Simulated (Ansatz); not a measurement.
Consider the following.

```xyz
8
Lattice="-2.9487 2.9710 5.6560 2.9487 -2.9710 5.6560 2.9487 2.9710 -5.6560" Properties=species:S:1:pos:R:3 pbc="T T T"
Cd     0.0000     0.0000    -0.0038
Cd     0.0000     2.9710     2.8318
Ge     0.0000     0.0000     5.6580
Ge     2.9487     0.0000     2.8259
As     1.3292     1.4855     7.0700
As     1.4744    -1.3336     4.2420
As     1.6195     1.4855     1.4140
As     1.4744     4.3046    -1.4140
```

No spin polarisation.

Method: PBEsol, PAW, 420 eV (Ansatz, a quantum-chemistry and plane-wave program; without spin-orbit coupling). Settings: 8×8×8 k-points, 0.05 eV Fermi–Dirac smearing.

**Question.** Predict the pressure and space group.

**Answer.** 
- Pressure (mean of the normal stresses, compression positive) = 0.47 GPa
- Space group = I2_12_12_1 (No. 24)

The cells carry an imposed strain or load. Stability against distortions was not tested. The cell was made from CdGeAs$_{2}$ in the chalcopyrite structure (space group I-42d, No. 122) by this change: uniaxial strain ε_xx = −0.75 %.
